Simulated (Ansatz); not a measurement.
System: MgS (model structure, within 0.1 Å of Fm-3m, No. 225, 8 atoms in the cell). Method: PBEsol (Ansatz, a first-principles code, PAW).

Output (set-up and result lines):

```
Relaxation: its limit of steps is 80 (relax.max_steps)
Crystal: 8 atoms, lattice volume = 141.934 Å³
Basis set: ecut = 520 eV, 3823 PW (Γ), exchange–correlation on 160×60×60 points (8 copies of the dense FFT grid, shifted against one another)
Bands: 40, of which v1, the nominal top of the filled ones, is band 32 counted from 1 (31 counted from 0)
Symmetry: 8 space group operations
Space group: Pnma (ITA 62), of the structure as read, at distance tolerance 5.2e-5 Å
k-points: 288 of 1344
Functional: x = pbesol(κ = 0.804, μ = 0.12345679012345678), c = pbesol(β = 0.046)
SCF iter   1: F=—  HF=-11199.672809 eV  |F-HF|=—  |Δ(HF+E_count)|=         —  Δρ=4.15e-3  dr2=3.55e-2
SCF iter   2: F=—  HF=-11199.661754 eV  |F-HF|=—  |Δ(HF+E_count)|=   1.11e-2  Δρ=1.82e-3  dr2=6.46e-3
  ...
SCF 1 converged in 6 iterations: F = -11199.660159 eV  dr2 = 9.47e-9
Crystal: 8 atoms, lattice volume = 141.934 Å³
Initial density: handed on by an earlier stage of this run
SCF iter   5: F=—  HF=-11199.660159 eV  |F-HF|=—  |Δ(HF+E_count)|=  2.46e-10  Δρ=2.40e-7  dr2=1.73e-11
SCF iter   6: F=-11199.660159 eV  HF=-11199.660159 eV  |F-HF|=0.00e0  |Δ(HF+E_count)|=  7.09e-11  Δρ=1.88e-8  dr2=2.04e-13
SCF 2 converged in 6 iterations: F = -11199.660159 eV  dr2 = 2.04e-13
SCF converged after 6 iterations
Free energy (F): -11199.660159 eV
Internal energy: -11199.660159 eV  (E = F + TS)
E sigma→0 (E₀):  -11199.660159 eV
Fermi energy:    7.648567 eV
--- Forces (eV/Å), atoms counted from 1 ---
  atom   1  Mg    -0.00081416     0.00000000     0.00225270
  atom   2  Mg     0.00081416     0.00000000     0.00225270
  atom   3  Mg     0.00081416     0.00000000    -0.00225270
  atom   4  Mg    -0.00081416     0.00000000    -0.00225270
  atom   5  S      0.00023439     0.00000000    -0.00215915
  atom   6  S     -0.00023439     0.00000000    -0.00215915
  atom   7  S     -0.00023439     0.00000000     0.00215915
  atom   8  S      0.00023439     0.00000000     0.00215915
--- Stress (GPa, compression-positive) ---
       -1.502216       0.000000       0.000000
        0.000000      -1.486336       0.000000
        0.000000       0.000000      -1.475080
  P = ⅓ Tr σ = -1.4879 GPa (-14.879 kbar)
```

Problem. Write an input file that could have produced this run (the log leaves some choices open).

Solution. Several could match; the one computed here: 
Ansatz 0.2 input:
```yaml
crystal:
  lattice:
    - [10.4340766209, 0.0, 0.0]
    - [0.0, 3.6884062134, 0.0]
    - [0.0, 0.0, 3.688012527]
  atoms:
    - { symbol: Mg, position: [0.1250211735, 0.25, 0.2494233012] }
    - { symbol: Mg, position: [0.3749788265, 0.75, 0.7494233012] }
    - { symbol: Mg, position: [0.8749788265, 0.75, 0.7505766988] }
    - { symbol: Mg, position: [0.6250211735, 0.25, 0.2505766988] }
    - { symbol: S, position: [0.8750030606, 0.25, 0.2504655522] }
    - { symbol: S, position: [0.6249969394, 0.75, -0.2495344478] }
    - { symbol: S, position: [0.1249969394, 0.75, 0.7495344478] }
    - { symbol: S, position: [0.3750030606, 0.25, 1.2495344478] }
basis:
  ecutwfc: 520
  ecutrho_ratio: 4
  xc_grid: 2
kpoints:
  mp_grid: { grid: [6, 16, 14] }
hamiltonian:
  xc: pbesol
  dispersion: none
  pseudopotentials: { kind: paw }
scf:
  occupations: { method: fermi_dirac, width: 0.05 }
output:
  forces: true
  stress: true
  eigenvalues: true
relax:
  f_tol: 0.004
  escape_saddle: false
  max_steps: 80
  cell: { stress_tol: 0.02, fix: [volume] }
```

The cell is one volume of an energy–volume scan, off the minimum.

The PAW data were made under PBE.

It cost very roughly 2.0 core-minutes of CPU time.

A model structure was made by putting elements into a prototype or built by hand; here it ended with the formula and space group of a phase in our tables.
